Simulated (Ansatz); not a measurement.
**Effect of isotropic strain +3.00 % on Hf**

Start from Hf in the hcp (Mg type) structure (space group P6_3/mmc, No. 194; a = 3.198 Å, c = 5.049 Å; relaxed with 0.1 eV smearing).

Perturbation: the cell is scaled by 1.0300 in all directions; the atoms relax in the strained cell.

Level of theory: Ansatz (a quantum-chemistry and plane-wave program) r2SCAN, no spin-orbit coupling. k-mesh 21×21×12 (Γ-centred); smearing 0.1 eV (Fermi–Dirac).

```json
[
 {"quantity": "volume per atom", "base": "22.36 Å³", "changed": "24.44 Å³", "shift": "+2.074 Å³"},
 {"quantity": "space group", "base": "P6_3/mmc (No. 194)", "changed": "P6_3/mmc (No. 194)", "shift": "–"},
 {"quantity": "shortest interatomic distance", "base": "3.128 Å", "changed": "3.222 Å", "shift": "+0.094 Å"},
 {"quantity": "energy relative to the base (free energy F)", "base": "0 meV/atom", "changed": "+58 meV/atom", "shift": "+58 meV/atom"},
 {"quantity": "pressure (mean of the normal stresses, compression positive)", "base": "0.0 GPa", "changed": "-8.4 GPa", "shift": "-8.4 GPa"},
 {"quantity": "band gap", "base": "zero", "changed": "zero", "shift": "–"}
]
```

Whether these cells are dynamically stable was not tested. All final runs are without spin polarisation.
